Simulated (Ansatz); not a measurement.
A self-consistent single point of TiO2 (Pbca, 24 atoms in the cell) with Ansatz (a quantum-chemistry and plane-wave program).

Computed with PBE, PAW files (plane waves; Ansatz).

```
TiO2
1.0
    5.21142     0.00000     0.00000
    0.00000     9.30545     0.00000
    0.00000     0.00000     5.52517
Ti O
8 16
Direct
  0.13791   0.37103   0.40258
  0.86209   0.62897   0.59742
  0.36209   0.62897   0.90258
  0.63791   0.37103   0.09742
  0.63791   0.12897   0.59742
  0.36209   0.87103   0.40258
  0.86209   0.87103   0.09742
  0.13791   0.12897   0.90258
  0.46471   0.26971   0.38999
  0.53529   0.73029   0.61001
  0.03529   0.73029   0.88999
  0.96471   0.26971   0.11001
  0.96471   0.23029   0.61001
  0.03529   0.76971   0.38999
  0.53529   0.76971   0.11001
  0.46471   0.23029   0.88999
  0.81663   0.01048   0.85119
  0.18337   0.98952   0.14881
  0.68337   0.98952   0.35119
  0.31663   0.01048   0.64881
  0.31663   0.48952   0.14881
  0.68337   0.51048   0.85119
  0.18337   0.51048   0.64881
  0.81663   0.48952   0.35119
```

Reference input (self-consistent single point, DFT, PBE, plane waves, PAW files): basis.ecutwfc = 30.9 Ry; kpoints.mp_grid.grid = 5 3 5; hamiltonian.xc = pbe; hamiltonian.pseudopotentials = {kind: paw} (the program's default PAW files); scf.occupations.method = gaussian; scf.occupations.width = 0.0037 Ry. This run's input differs from it in these lines:

Ansatz 0.2 input:
```diff
@@ -32,3 +32,3 @@
 basis:
-  ecutwfc: 30.9 Ry
+  ecutwfc: 24.6 Ry
 kpoints:
```

Output, abridged:

```
SCF iter   1: F=—  HF=-29108.648750 eV  |F-HF|=—  |Δ(HF+E_count)|=         —  Δρ=5.62e-2  dr2=8.52e0  ethr=3.10e-3  ⟨swp⟩=4.7  Hψ=7068  notcnv=0
all-band conjugate gradients solve this SCF's bands
preconditioner: auto → Resta (q_TF=auto, 2.581 Å⁻¹)
SCF iter   2: F=—  HF=-29108.049487 eV  |F-HF|=—  |Δ(HF+E_count)|=   5.99e-1  Δρ=3.24e-2  dr2=2.79e0  ethr=3.10e-3  ⟨swp⟩=2.9  Hψ=3716  notcnv=0  defer=254
   [... lines left out ...]
SCF iter   6: F=—  HF=-29107.943180 eV  |F-HF|=—  |Δ(HF+E_count)|=   5.52e-4  Δρ=1.88e-4  dr2=8.34e-5  ethr=4.83e-7  ⟨swp⟩=2.0  Hψ=3038  notcnv=0  defer=274
SCF iter   7: F=—  HF=-29107.943936 eV  |F-HF|=—  |Δ(HF+E_count)|=   7.56e-4  Δρ=6.71e-5  dr2=1.37e-5  ethr=4.35e-8  ⟨swp⟩=2.0  Hψ=3312  notcnv=0  defer=274
SCF iter   8: F=—  HF=-29107.943941 eV  |F-HF|=—  |Δ(HF+E_count)|=   5.33e-6  Δρ=2.18e-5  dr2=1.34e-6  ethr=7.13e-9  ⟨swp⟩=2.0  Hψ=2812  notcnv=0  defer=274
SCF iter   9: F=-29107.943942 eV  HF=-29107.943942 eV  |F-HF|=5.06e-10  |Δ(HF+E_count)|=   4.31e-7  Δρ=4.35e-6  dr2=8.41e-8  ethr=5.21e-11  ⟨swp⟩=8.8  Hψ=9674  notcnv=0
SCF 1 converged in 9 iterations: F = -29107.943942 eV  dr2 = 8.41e-8
Free energy (F): -29107.943942 eV
Internal energy: -29107.943942 eV  (E = F + TS)
E sigma→0 (E₀):  -29107.943942 eV
Fermi energy:    8.778337 eV
--- Forces (eV/Å), atoms counted from 1 ---
  atom   1  Ti     0.02649172     0.10699965     0.13445839
  atom   2  Ti    -0.02649172    -0.10699965    -0.13445839
  atom   3  Ti    -0.02649172    -0.10699965     0.13445839
  atom   4  Ti     0.02649172     0.10699965    -0.13445839
  atom   5  Ti     0.02649172    -0.10699965    -0.13445839
  atom   6  Ti    -0.02649172     0.10699965     0.13445839
  atom   7  Ti    -0.02649172     0.10699965    -0.13445839
  atom   8  Ti     0.02649172    -0.10699965     0.13445839
  atom   9  O     -0.08006270     0.06952194     0.04085234
   [... lines left out ...]
  atom  24  O      0.15723362     0.02054801     0.16990974
--- Stress (GPa, compression-positive) ---
       -4.314403      -0.000000       0.000000
       -0.000000      -4.335979      -0.000000
        0.000000      -0.000000      -3.951988
  P = ⅓ Tr σ = -4.2008 GPa (-42.008 kbar)
  The stress holds the Pulay correction. Without it, at fixed plane waves, as pw.x and ABINIT print it: P = -12.5847 GPa
```

The run converged in 9 iterations. Against the reference run the free energy goes up by 69.8 meV/atom, the pressure hardly changes (-4.11 to -4.20 GPa), the largest force goes from 0.221 to 0.232 eV/Å and the gap on the mesh moves little (2.208 to 2.205 eV).

The starting cell comes from a database of computed structures (which also holds hypothetical and non-ambient phases and stackings), without a prior relaxation at this level. Its lattice was rescaled by a random factor within 2.5 % of one. Ansatz's pressure includes its estimate of the finite-basis (Pulay) stress. Without the estimate this run gives -12.58 GPa. The cutoff lies below the one recommended for these files.
